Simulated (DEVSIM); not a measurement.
Device: Cr/SiON/p-GaSb capacitor, at 300 K.

```
layer (left to right)  material  thickness (nm)  Na (cm⁻³)
---------------------  --------  --------------  ---------
1                          SiON            21.0          -
2                          GaSb            2800     4.7e16
```

Metal gate on the left, work function 4.5 eV. Fixed charge at the semiconductor interface 0 cm⁻² (in units of +e); no interface traps.

This is a model device: material constants are rounded textbook-type values typed into the input, and sizes, dopings and lifetimes were drawn at random. Values at 300 K.

```tsv
parameter	SiON	GaSb
gap (eV)	7	0.726
affinity (eV)	1.4	4.06
permittivity	5.5	15.7
Nc (cm⁻³)	-	2.1e17
Nv (cm⁻³)	-	1.8e19
```

DEVSIM, 1D Poisson equation in equilibrium, Boltzmann statistics, complete ionisation; no quantum confinement or tunnelling. Metal contacts follow the ideal Schottky-Mott rule: no Fermi-level pinning, no interface dipoles.

### Question
Tabulate band edges, carrier densities and field at 0.4 V on the gate.

### Answer
Energies count from the Fermi level of the right contact; mesh points crowd at the junctions.

```json
[
 {"x (μm)": "0.000", "Ec (eV)": "2.700", "Ev (eV)": "-4.300", "n (cm⁻³)": "< 1e2", "p (cm⁻³)": "< 1e2", "field (V/cm)": "140000"},
 {"x (μm)": "0.001469", "Ec (eV)": "2.720", "Ev (eV)": "-4.280", "n (cm⁻³)": "< 1e2", "p (cm⁻³)": "< 1e2", "field (V/cm)": "140000"},
 {"x (μm)": "0.004410", "Ec (eV)": "2.761", "Ev (eV)": "-4.239", "n (cm⁻³)": "< 1e2", "p (cm⁻³)": "< 1e2", "field (V/cm)": "140000"},
 {"x (μm)": "0.01050", "Ec (eV)": "2.845", "Ev (eV)": "-4.155", "n (cm⁻³)": "< 1e2", "p (cm⁻³)": "< 1e2", "field (V/cm)": "140000"},
 {"x (μm)": "0.01793", "Ec (eV)": "2.948", "Ev (eV)": "-4.052", "n (cm⁻³)": "< 1e2", "p (cm⁻³)": "< 1e2", "field (V/cm)": "140000"},
 {"x (μm)": "0.02025", "Ec (eV)": "2.980", "Ev (eV)": "-4.020", "n (cm⁻³)": "< 1e2", "p (cm⁻³)": "< 1e2", "field (V/cm)": "140000"},
 {"x (μm)": "0.02136", "Ec (eV)": "0.332", "Ev (eV)": "-0.394", "n (cm⁻³)": "5.6e11", "p (cm⁻³)": "4.3e12", "field (V/cm)": "48000"},
 {"x (μm)": "0.02449", "Ec (eV)": "0.347", "Ev (eV)": "-0.379", "n (cm⁻³)": "3.1e11", "p (cm⁻³)": "7.7e12", "field (V/cm)": "47000"},
 {"x (μm)": "0.03070", "Ec (eV)": "0.375", "Ev (eV)": "-0.351", "n (cm⁻³)": "1.1e11", "p (cm⁻³)": "2.2e13", "field (V/cm)": "43000"},
 {"x (μm)": "0.04516", "Ec (eV)": "0.431", "Ev (eV)": "-0.295", "n (cm⁻³)": "1.2e10", "p (cm⁻³)": "2.0e14", "field (V/cm)": "35000"},
 {"x (μm)": "0.07693", "Ec (eV)": "0.517", "Ev (eV)": "-0.209", "n (cm⁻³)": "4.4e8", "p (cm⁻³)": "5.5e15", "field (V/cm)": "19000"},
 {"x (μm)": "0.1944", "Ec (eV)": "0.572", "Ev (eV)": "-0.154", "n (cm⁻³)": "5.2e7", "p (cm⁻³)": "4.6e16", "field (V/cm)": "170"},
 {"x (μm)": "0.4270", "Ec (eV)": "0.572", "Ev (eV)": "-0.154", "n (cm⁻³)": "5.1e7", "p (cm⁻³)": "4.7e16", "field (V/cm)": "≈ 0"},
 {"x (μm)": "0.9695", "Ec (eV)": "0.572", "Ev (eV)": "-0.154", "n (cm⁻³)": "5.1e7", "p (cm⁻³)": "4.7e16", "field (V/cm)": "≈ 0"},
 {"x (μm)": "2.134", "Ec (eV)": "0.572", "Ev (eV)": "-0.154", "n (cm⁻³)": "5.1e7", "p (cm⁻³)": "4.7e16", "field (V/cm)": "≈ 0"},
 {"x (μm)": "2.517", "Ec (eV)": "0.572", "Ev (eV)": "-0.154", "n (cm⁻³)": "5.1e7", "p (cm⁻³)": "4.7e16", "field (V/cm)": "≈ 0"},
 {"x (μm)": "2.691", "Ec (eV)": "0.572", "Ev (eV)": "-0.154", "n (cm⁻³)": "5.1e7", "p (cm⁻³)": "4.7e16", "field (V/cm)": "≈ 0"},
 {"x (μm)": "2.766", "Ec (eV)": "0.572", "Ev (eV)": "-0.154", "n (cm⁻³)": "5.1e7", "p (cm⁻³)": "4.7e16", "field (V/cm)": "≈ 0"},
 {"x (μm)": "2.804", "Ec (eV)": "0.572", "Ev (eV)": "-0.154", "n (cm⁻³)": "5.1e7", "p (cm⁻³)": "4.7e16", "field (V/cm)": "≈ 0"},
 {"x (μm)": "2.814", "Ec (eV)": "0.572", "Ev (eV)": "-0.154", "n (cm⁻³)": "5.1e7", "p (cm⁻³)": "4.7e16", "field (V/cm)": "≈ 0"},
 {"x (μm)": "2.819", "Ec (eV)": "0.572", "Ev (eV)": "-0.154", "n (cm⁻³)": "5.1e7", "p (cm⁻³)": "4.7e16", "field (V/cm)": "≈ 0"},
 {"x (μm)": "2.821", "Ec (eV)": "0.572", "Ev (eV)": "-0.154", "n (cm⁻³)": "5.1e7", "p (cm⁻³)": "4.7e16", "field (V/cm)": "≈ 0"}
]
```
